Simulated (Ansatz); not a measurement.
A computed series for SnO2: response to strain

The reference is SnO2 in the rutile structure (space group P4_2/mnm, No. 136; a = 4.7692 Å, c = 3.2120 Å). Axes: x, y, z lie along a, b, c of the conventional cell.

Strains are applied to the cell and any free atomic positions relax; under biaxial strain the out-of-plane vector relaxes too.

All numbers come from Ansatz (a quantum-chemistry and plane-wave program) PBEsol, no spin-orbit coupling.

```tsv
variant	band gap	shortest interatomic distance
base	0.92 eV	2.066 Å
biaxial strain −1.59 %, plane normal [001], relaxed out of plane	1.07 eV	?
biaxial strain +2.38 %, plane normal [001], relaxed out of plane	?	?
isotropic strain +5.28 %	?	2.159 Å
```

Q: What belongs in the blanks?

A: 
- biaxial strain −1.59 %, plane normal [001], relaxed out of plane, shortest interatomic distance: 2.035 Å
- biaxial strain +2.38 %, plane normal [001], relaxed out of plane, band gap: 0.73 eV
- biaxial strain +2.38 %, plane normal [001], relaxed out of plane, shortest interatomic distance: 2.070 Å
- isotropic strain +5.28 %, band gap: zero

Whether these cells are dynamically stable was not tested. The base started in Imma and relaxed to P4_2/mnm at this level. The final runs are not spin-polarised. Gaps under 0.05 eV, about the width of the smearing, are given as zero. The zero or small gap of SnO2 under isotropic strain +5.28 % can change with the level of theory.
